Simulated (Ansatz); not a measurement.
# PdTe (P6_3/mmc): resistivity and electron-phonon coupling

Given:

```
PdTe
1.0
    4.15717     0.00000     0.00000
   -2.07858     3.60021     0.00000
    0.00000     0.00000     5.61249
Te Pd
2 2
Direct
  0.33333   0.66667   0.25000
  0.66667   0.33333   0.75000
  0.00000   0.00000   0.00000
  0.00000   0.00000   0.50000
```

Computed with PBEsol, DFPT electron-phonon coupling, linearised Boltzmann equation (plane waves, PAW, scalar-relativistic; Ansatz, a first-principles code). Geometry: relaxed with this functional, without spin-orbit coupling.

```json
{
  "resistivity at 300 K": "26 (x), 26 (y), 17.2 (z) μΩ·cm"
}
```

A metal at this level (no band gap). Only scattering by harmonic phonons is included (no impurities, grain boundaries, electron-electron scattering or thermal expansion). Spin-orbit coupling is left out. The squared frequency of the phonon mode least converged on the k mesh is uncertain by about 38 %. The run warned that the eigensolver left some states short of its tolerance. Halving the electron mesh (24x24x16) moves the resistivity by up to 10 % at 300 K. Smearing 0.20 eV; phonons on a 4x4x3 q mesh, which this run doesn't test.

Formula and space group known from diffraction (Crystallography Open Database), not checked to be the room-temperature form: PdTe (P6_3/mmc).
